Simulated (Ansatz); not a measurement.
# Response to strain in Mg2Sn

Base system: Mg$_{2}$Sn (space group Fm-3m, No. 225; a = 6.7471 Å; relaxed with 0.1 eV smearing).

Strains are applied to the cell and any free atomic positions relax.

Method: PBEsol, PAW, 420 eV (Ansatz, a first-principles code; scalar-relativistic without spin-orbit coupling).

Candidates:
(a) isotropic strain −3.00 %
(b) isotropic strain −2.50 %
(c) isotropic strain +3.00 %

Notes on the quantities. energy relative to the base: free energy F.

Order them by energy relative to the base, highest first.

(a) isotropic strain −3.00 % (+31 meV/atom), (c) isotropic strain +3.00 % (+26 meV/atom), (b) isotropic strain −2.50 % (+21 meV/atom)

Whether these cells are dynamically stable was not tested.
